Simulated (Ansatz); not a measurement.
Results of HSE06 (Ansatz, a program for electronic structure, plane waves, PAW) for LuF₃ (P-3m1, No. 164, 4 atoms in the cell; start mp-1207204).

Numerical settings: plane-wave cutoff 460 eV, 9×9×6 k mesh (along the axes of the cell as run), Fermi–Dirac smearing 0.01 eV, scalar-relativistic PAW data made under PBE.

Cell (relaxed with PBEsol):

```yaml
crystal:
  lattice:
    - [3.86160, 0.00000, 0.00000]
    - [-1.93080, 3.34424, 0.00000]
    - [0.00000, 0.00000, 4.26053]
  atoms:
    - { symbol: Lu, position: [0.00000, 0.00000, 0.50000] }
    - { symbol: F, position: [0.33333, 0.66667, 0.60826] }
    - { symbol: F, position: [0.66667, 0.33333, 0.39174] }
    - { symbol: F, position: [0.00000, 0.00000, 0.00000] }
```

Q: Give the computed band gap.

A: 
- band gap = 9.43 eV (on the SCF k mesh)

Note: cell and atoms aren't relaxed at this level (largest force component 0.04 eV/Å, pressure 2.4 GPa).

Spin–orbit coupling is not included.

Static lattice: no zero-point or thermal effects.

A start named mp-… is a Materials Project structure, which need not be a measured phase.
